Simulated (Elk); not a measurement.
Elk run on YZn (Fm-3m, 2 atoms in the cell): self-consistent single point.

Method of the run: PBEsol, spin-orbit coupling in second variation, all-electron FP-LAPW, Elk's shipped species files, default APW+lo basis in Elk 10.2.4.

```xyz
2
Lattice="0.0000 2.9630 2.9630 2.9630 0.0000 2.9630 2.9630 2.9630 0.0000" Properties=species:S:1:pos:R:3 pbc="T T T"
Y      0.0000     0.0000     0.0000
Zn     2.9630     2.9630     2.9630
```

Reference input (self-consistent single point, DFT, PBEsol, all-electron FP-LAPW, Elk's shipped species files, default APW+lo basis): xctype = 22; swidth = 0.00367493 Ha; ngridk = 13 13 13; maxscl = 100. This run's input differs from it in these lines:

```diff
@@ -5,2 +5,11 @@
   22
+
+spinorb
+  .true.
+
+lmaxi
+  3
+
+nempty
+  10
```

Output, abridged:

```
│ Self-consistent loop started │
│ Loop number : 1 │
 total energy                :     -5175.09621540
 total moment                :   0.1080748143E-23  0.1711535059E-22 -0.7415075820E-23
│ Loop number : 2 │
 total energy                :     -5175.32399122
 total moment                :   0.5330780462E-23 -0.2045917252E-22  0.5097311191E-23
RMS change in Kohn-Sham potential (target) :   0.1006652940     (  0.1000000000E-05)
Absolute change in total energy (target)   :   0.2277758198     (  0.1000000000E-03)
│ Loop number : 3 │
 total energy                :     -5175.49255951
   [... lines left out ...]
 total energy                :     -5178.52944569
 total moment                :  -0.1581079118E-22  0.3865281352E-23  0.1482371288E-22
RMS change in Kohn-Sham potential (target) :   0.9748083289E-06 (  0.1000000000E-05)
Absolute change in total energy (target)   :   0.1687612730E-03 (  0.1000000000E-03)
│ Loop number : 13 │
 total energy                :     -5178.52944915
 total moment                :   0.4696438246E-23 -0.7484549702E-23  0.7310291949E-24
RMS change in Kohn-Sham potential (target) :   0.7507689764E-06 (  0.1000000000E-05)
Absolute change in total energy (target)   :   0.4565359086E-04 (  0.1000000000E-03)
Convergence targets achieved

│ Loop number : 14 │

Energies :
 Fermi                       :     0.186693354933
 xc effective B-field        :    -0.335793989208E-09
 external B-field            :      0.00000000000
 total energy                :     -5178.52949602
 (external B-field energy excluded from total)

Density of states at Fermi energy :    60.60527712
 (states/Hartree/unit cell)

Estimated indirect band gap :   0.1168154913E-02
 from k-point     49 to k-point     27
Estimated direct band gap   :   0.1180950131E-01
 at k-point     54

Charges :
 core                        :    40.00000000
 valence                     :    29.00000000
 interstitial                :    3.354281864
 muffin-tins (core leakage)
  species :    1 (Y)
   atom    1                 :    36.70164882     (  0.8932053277E-05)
  species :    2 (Zn)
   [... lines left out ...]
 muffin-tins
  species :    1 (Y)
   atom    1                 :  -0.1811031283E-23 -0.1108483123E-22 -0.3213448489E-23
  species :    2 (Zn)
   atom    1                 :   0.5441749762E-23 -0.1228106494E-23 -0.9794503067E-23
 total in muffin-tins        :   0.3630718479E-23 -0.1231293772E-22 -0.1300795156E-22
 total moment                :   0.2700299889E-22 -0.2232167991E-22 -0.1779657164E-22

│ Self-consistent loop stopped │
```

The run converged in 14 iterations. The count includes the last loop, which Elk runs after its targets are met. 

The starting cell comes from a database of computed structures (which also holds hypothetical and non-ambient phases and stackings), without a prior relaxation at this level. Values depend on the basis (sphere radii, cutoffs, local orbitals), which need not be converged. The log's line on a gap gives a spacing of levels on this mesh, which the program prints for metals too.

Cost on one core of a shared machine: roughly 50 s.
